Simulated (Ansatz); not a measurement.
Ansatz (an electronic-structure program) run on CaPb₃ (Pm-3m, 4 atoms in the cell): relaxation of cell and atoms.

Method: PBEsol, default PAW files made with PBE (plane waves; Ansatz).

The change in words: atoms on their sites; basis.ecutwfc: 420 eV → 505 eV; relax: default → cell and atoms. Reference geometry:
```
CELL_PARAMETERS angstrom
      4.90277     0.00000     0.00000
      0.00000     4.90277     0.00000
      0.00000     0.00000     4.90277
ATOMIC_POSITIONS crystal
  Ca 0.00000 0.00000 0.01020
  Pb 0.00000 0.50000 0.50000
  Pb 0.50000 0.00000 0.50000
  Pb 0.50000 0.50000 0.00000
```

Reference input (self-consistent single point, DFT, PBEsol, plane waves, default PAW files made with PBE): basis.ecutwfc = 420 eV; kpoints.mp_grid.grid = 5 5 5; hamiltonian.xc = pbesol; hamiltonian.pseudopotentials = {kind: paw} (the program's default PAW files); scf.occupations.method = gaussian; scf.occupations.width = 0.1 eV. This run's input differs from it in these lines:

Ansatz 0.2 input:
```diff
@@ -6,3 +6,3 @@
   atoms:
-    - { symbol: Ca, position: [0.00000000, 0.00000000, 0.01019800] }
+    - { symbol: Ca, position: [0.00000000, 0.00000000, 0.00000000] }
     - { symbol: Pb, position: [0.00000000, 0.50000000, 0.50000000] }
@@ -11,3 +11,3 @@
 basis:
-  ecutwfc: 420.0 eV
+  ecutwfc: 505.0 eV
 kpoints:
@@ -19,2 +19,4 @@
   occupations: { method: gaussian, width: 0.1 eV }
+relax:
+  cell: {}
 output:
```

The program printed (abridged):

```
   [... SCF lines of the steps left out ...]
relax step   1: F+E_penalty+E_count = -37059.85827347 eV  Δ(F+E_penalty+E_count) = +0.000e0 eV  max|allowed force component| = 9.470e-29 eV/Å  Δτ_max = 0.0000 Å  P = -0.770 GPa  Ω = 117.848 Å³  (6 SCF iters, dr2 threshold 1.00e-7 eV, accepted)
relax step   2: F+E_penalty+E_count = -37059.86344081 eV  Δ(F+E_penalty+E_count) = -5.167e-3 eV  max|allowed force component| = 3.223e-29 eV/Å  Δτ_max = 0.0000 Å  P = +0.092 GPa  Ω = 115.471 Å³  energy of the carried Pulay correction = +1.667e-5 eV  [...]
relax step   3: F+E_penalty+E_count = -37059.86350831 eV  Δ(F+E_penalty+E_count) = -6.750e-5 eV  max|allowed force component| = 4.464e-29 eV/Å  Δτ_max = 0.0000 Å  P = -0.003 GPa  Ω = 115.720 Å³  energy of the carried Pulay correction = +1.491e-5 eV  [...]
relax step   4: F+E_penalty+E_count = -37059.86349576 eV  Δ(F+E_penalty+E_count) = +1.255e-5 eV  max|allowed force component| = 7.001e-29 eV/Å  Δτ_max = 0.0000 Å  P = -0.003 GPa  Ω = 115.720 Å³  stress off target by 2.95e-3 GPa  SCF on the basis [...]
basis re-selected at this cell: Δ(F+E_penalty+E_count) = +1.255e-5 eV, ΔP = +0.000 GPa vs the last step
the relaxation is at rest under the 48 symmetry operations that the run kept from its start: a minimum is not shown …
Stability not checked: this state was not tested for a lower state beside it, because too few of the mixer's solves of this state at the end of the SCF gave a …
Free energy (F): -37059.863496 eV
Internal energy: -37059.844324 eV  (E = F + TS)
   [... lines left out ...]
Fermi energy:    10.501529 eV
  cell:  # Å, volume = 115.7201 Å³
   [... lines left out ...]
    - [-5.617295671129437e-35, 4.873073659020037, 0.0]
    - [4.493836536903551e-34, 0.0, 4.873073659020037]
  atoms:
    - { symbol: Ca, position: [-4.9103137687812526e-36, -8.183856281103913e-37, -5.114910175858347e-37] }
    - { symbol: Pb, position: [1.636771256229899e-36, 0.5, 0.5] }
    - { symbol: Pb, position: [0.5, 8.183856281089024e-37, 0.5] }
    - { symbol: Pb, position: [0.5, 0.5, 1.1252802386691916e-36] }
```

The run converged. 

Summary of the result:
| Quantity | Value |
|---|---|
| Free energy E − TS (on the zero of these files) | -37059.8635 eV |
| Fermi level (on the code's own zero) | 10.50 eV |
| Pressure | 0.00 GPa |
| Final cell | a = 4.8731 Å, b = 4.8731 Å, c = 4.8731 Å, α = 90.00°, β = 90.00°, γ = 90.00° |
| Final volume per atom | 28.93 Å³ |
| Relaxation steps | 4 |

The starting cell comes from a database of computed structures (which also holds hypothetical and non-ambient phases and stackings), without a prior relaxation at this level. Its lattice was rescaled by up to half a per cent. The relaxation keeps the symmetry of its start, so its end need not be a minimum. Ansatz's pressure includes its estimate of the finite-basis (Pulay) stress.
